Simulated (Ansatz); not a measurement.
System: interstitial H in amorphous Al32O48 (a melt-quenched model of 80 atoms) (charge state -1). Calculation: PBE, PAW (plane waves to 420 eV; Ansatz, an electronic-structure program).

80-site cell at the glass model's own volume, the Γ point alone, smearing 0.01 eV, spin-restricted, no finite-size correction. No zero-point or tunnelling terms. This is one neighbourhood of one small, fast-quenched model, and the added charge may sit on a native defect of the glass. The charge state is imposed; whether it is stable for some Fermi level was not computed. Sites that were not tried may lie lower. The start lies 0.22 eV above the lowest site run (PBE). At one site or more, about 1.5 electron(s) of the cell lie at energies of the host's conduction band, so they may not be on the defect.

Barriers: single points on a 2×2×2 k-point mesh shifted by half a step at the bands' geometries.

Relaxed starting cell (atoms counted from 1):

```yaml
crystal:
  lattice:
    - [9.77421, 0.00000, 0.00000]
    - [0.00000, 9.77421, 0.00000]
    - [0.00000, 0.00000, 9.77421]
  atoms:
    - { symbol: Al, position: [0.37075, 0.70030, 0.53848] }
    - { symbol: Al, position: [0.55251, 0.49183, 0.15250] }
    - { symbol: Al, position: [0.58856, 0.55178, 0.73197] }
    - { symbol: Al, position: [0.19855, 0.89284, 0.21413] }
    - { symbol: Al, position: [0.54292, 0.80095, 0.25261] }
    - { symbol: Al, position: [0.32595, 0.72814, 0.02055] }
    - { symbol: Al, position: [0.66825, 0.09518, 0.34272] }
    - { symbol: Al, position: [0.52256, 0.16186, 0.64394] }
    - { symbol: Al, position: [0.12116, 0.93077, 0.52588] }
    - { symbol: Al, position: [0.85367, 0.80337, 0.78234] }
    - { symbol: Al, position: [0.32385, 0.45356, 0.94662] }
    - { symbol: Al, position: [0.79203, 0.55857, 0.26752] }
    - { symbol: Al, position: [0.45509, 0.41171, 0.47249] }
    - { symbol: Al, position: [0.23223, 0.14142, 0.79514] }
    - { symbol: Al, position: [0.58011, 0.86436, 0.68884] }
    - { symbol: Al, position: [0.00271, 0.02541, 0.98979] }
    - { symbol: Al, position: [0.22401, 0.19803, 0.47402] }
    - { symbol: Al, position: [0.99441, 0.43662, 0.50587] }
    - { symbol: Al, position: [0.98098, 0.13160, 0.30385] }
    - { symbol: Al, position: [0.02650, 0.67872, 0.31530] }
    - { symbol: Al, position: [0.13545, 0.69820, 0.73471] }
    - { symbol: Al, position: [0.70971, 0.05436, 0.88765] }
    - { symbol: Al, position: [0.90961, 0.51419, 0.76595] }
    - { symbol: Al, position: [0.53227, 0.25978, 0.90159] }
    - { symbol: Al, position: [0.41657, 0.98215, 0.42341] }
    - { symbol: Al, position: [0.42140, 0.24695, 0.21940] }
    - { symbol: Al, position: [0.05520, 0.32466, 0.98801] }
    - { symbol: Al, position: [0.80311, 0.26319, 0.09926] }
    - { symbol: Al, position: [0.04356, 0.61217, 0.01918] }
    - { symbol: Al, position: [0.81914, 0.86520, 0.45507] }
    - { symbol: Al, position: [0.13358, 0.39247, 0.24927] }
    - { symbol: Al, position: [0.74443, 0.34455, 0.53724] }
    - { symbol: O, position: [0.42909, 0.31467, 0.05242] }
    - { symbol: O, position: [0.95550, 0.46240, 0.93145] }
    - { symbol: O, position: [0.04442, 0.56285, 0.64365] }
    - { symbol: O, position: [0.95302, 0.99384, 0.43682] }
    - { symbol: O, position: [0.85745, 0.94188, 0.91026] }
    - { symbol: O, position: [0.05295, 0.26282, 0.43601] }
    - { symbol: O, position: [0.23958, 0.79608, 0.61519] }
    - { symbol: O, position: [0.17758, 0.09827, 0.62453] }
    - { symbol: O, position: [0.49209, 0.09492, 0.29308] }
    - { symbol: O, position: [0.62650, 0.64120, 0.23917] }
    - { symbol: O, position: [0.33745, 0.53556, 0.49733] }
    - { symbol: O, position: [0.00079, 0.29448, 0.17393] }
    - { symbol: O, position: [0.65610, 0.17365, 0.02016] }
    - { symbol: O, position: [0.88135, 0.37196, 0.65008] }
    - { symbol: O, position: [0.49379, 0.98997, 0.58635] }
    - { symbol: O, position: [0.72565, 0.42792, 0.13214] }
    - { symbol: O, position: [0.06228, 0.01696, 0.16778] }
    - { symbol: O, position: [0.92325, 0.19094, 0.96600] }
    - { symbol: O, position: [0.60018, 0.44520, 0.58128] }
    - { symbol: O, position: [0.24399, 0.02446, 0.39413] }
    - { symbol: O, position: [0.19929, 0.30702, 0.87578] }
    - { symbol: O, position: [0.75433, 0.85690, 0.62736] }
    - { symbol: O, position: [0.15638, 0.74997, 0.09524] }
    - { symbol: O, position: [0.25310, 0.62713, 0.86874] }
    - { symbol: O, position: [0.67867, 0.91210, 0.34058] }
    - { symbol: O, position: [0.09125, 0.51893, 0.36846] }
    - { symbol: O, position: [0.51090, 0.38675, 0.30032] }
    - { symbol: O, position: [0.43752, 0.80262, 0.40300] }
    - { symbol: O, position: [0.93402, 0.62200, 0.16602] }
    - { symbol: O, position: [0.16994, 0.46590, 0.08004] }
    - { symbol: O, position: [0.38863, 0.85482, 0.14791] }
    - { symbol: O, position: [0.13491, 0.80779, 0.36497] }
    - { symbol: O, position: [0.82917, 0.43492, 0.40257] }
    - { symbol: O, position: [0.86551, 0.70190, 0.39756] }
    - { symbol: O, position: [0.39398, 0.25043, 0.53408] }
    - { symbol: O, position: [0.65879, 0.19177, 0.76680] }
    - { symbol: O, position: [0.99203, 0.70235, 0.86285] }
    - { symbol: O, position: [0.14468, 0.01128, 0.88424] }
    - { symbol: O, position: [0.50340, 0.70115, 0.66869] }
    - { symbol: O, position: [0.80606, 0.15331, 0.24866] }
    - { symbol: O, position: [0.41233, 0.15944, 0.79922] }
    - { symbol: O, position: [0.66551, 0.18688, 0.49870] }
    - { symbol: O, position: [0.49459, 0.43698, 0.84008] }
    - { symbol: O, position: [0.26327, 0.27639, 0.29606] }
    - { symbol: O, position: [0.01611, 0.87106, 0.68359] }
    - { symbol: O, position: [0.75662, 0.61929, 0.77264] }
    - { symbol: O, position: [0.42170, 0.57856, 0.06224] }
    - { symbol: O, position: [0.60118, 0.91468, 0.85490] }
    - { symbol: H, position: [0.06066, 0.93374, 0.75553] }
```
Cell charge -1.

End state 1 differs by these moves (Å; atoms that move under 0.08 Å are left out):

```json
[
 {"atom": "1", "element": "Al", "Δx": "0.14", "Δy": "-0.02", "Δz": "0.02"},
 {"atom": "9", "element": "Al", "Δx": "-0.16", "Δy": "0.05", "Δz": "0.01"},
 {"atom": "10", "element": "Al", "Δx": "0.17", "Δy": "0.04", "Δz": "-0.15"},
 {"atom": "15", "element": "Al", "Δx": "0.04", "Δy": "0.04", "Δz": "0.06"},
 {"atom": "16", "element": "Al", "Δx": "0.09", "Δy": "-0.01", "Δz": "-0.05"},
 {"atom": "21", "element": "Al", "Δx": "-0.09", "Δy": "-0.06", "Δz": "-0.01"},
 {"atom": "22", "element": "Al", "Δx": "0.09", "Δy": "0.05", "Δz": "-0.06"},
 {"atom": "23", "element": "Al", "Δx": "0.00", "Δy": "-0.09", "Δz": "-0.01"},
 {"atom": "35", "element": "O", "Δx": "0.07", "Δy": "-0.17", "Δz": "0.05"},
 {"atom": "37", "element": "O", "Δx": "0.11", "Δy": "0.06", "Δz": "-0.18"},
 {"atom": "39", "element": "O", "Δx": "0.21", "Δy": "0.05", "Δz": "0.20"},
 {"atom": "45", "element": "O", "Δx": "0.06", "Δy": "0.04", "Δz": "-0.05"},
 {"atom": "64", "element": "O", "Δx": "0.01", "Δy": "-0.02", "Δz": "0.08"},
 {"atom": "70", "element": "O", "Δx": "0.23", "Δy": "0.05", "Δz": "0.20"},
 {"atom": "71", "element": "O", "Δx": "0.09", "Δy": "0.02", "Δz": "0.03"},
 {"atom": "77", "element": "O", "Δx": "-0.02", "Δy": "-0.43", "Δz": "-0.36"},
 {"atom": "78", "element": "O", "Δx": "0.07", "Δy": "-0.03", "Δz": "-0.08"},
 {"atom": "80", "element": "O", "Δx": "0.01", "Δy": "0.09", "Δz": "0.05"},
 {"atom": "81", "element": "H", "Δx": "2.39", "Δy": "-0.77", "Δz": "-0.45"}
]
```

Question: Predict the forward and backward barriers to end state 1 from PBE, PAW.

Answer: forward 1.20 eV, backward 0.91 eV; at the saddle point atom 81 has neighbours Al at 2.05, Al at 2.09; O at 1.00, O at 1.59 Å. The saddle point's order was not checked.
